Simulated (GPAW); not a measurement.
Band structure of Nb (Im-3m, 1 atom in the cell).

```
Nb
1.0
   -1.63400     1.63400     1.63400
    1.63400    -1.63400     1.63400
    1.63400     1.63400    -1.63400
Nb
1
Direct
  0.00000   0.00000   0.00000
```

Level of theory: PBE, GPAW PAW datasets PBE (gpaw-data 1.0.1) (plane waves; GPAW 25.7.0).

Settings: mode = pw; ecut = 600 eV; xc = PBE; kpts = 11 11 11; mesh shift (steps) = 0 0 0; occupations.name = methfessel-paxton; occupations.width = 0.05 eV; occupations.order = 0; nbands = -7; convergence.density = 1e-05 e/electron; convergence.energy = 1e-05 eV/electron; symmetry.symmorphic = false; symmetry.tolerance = 0.0005; maxiter = 120.

The starting cell has typed, rounded lattice constants, without a prior relaxation at this level. Its lattice was rescaled by a random factor within 2.5 % of one. Spin polarisation is off.

Levels in eV from the Fermi level, bands 3 to 10:
```json
[
 {"point": "Γ", "3": "-29.55", "4": "-29.55", "5": "-5.89", "6": "0.42", "7": "0.42", "8": "0.42", "9": "3.42", "10": "3.42"},
 {"point": "H", "3": "-30.56", "4": "-30.56", "5": "-3.83", "6": "-3.83", "7": "5.88", "8": "5.88", "9": "5.88", "10": "9.43"},
 {"point": "N", "3": "-30.02", "4": "-29.57", "5": "-3.77", "6": "-1.68", "7": "2.49", "8": "3.47", "9": "4.18", "10": "6.69"},
 {"point": "P", "3": "-30.30", "4": "-30.30", "5": "-1.05", "6": "-1.05", "7": "-1.05", "8": "4.32", "9": "4.32", "10": "9.91"}
]
```

Bands cross the Fermi level along this path, so the cell is metallic at this level.
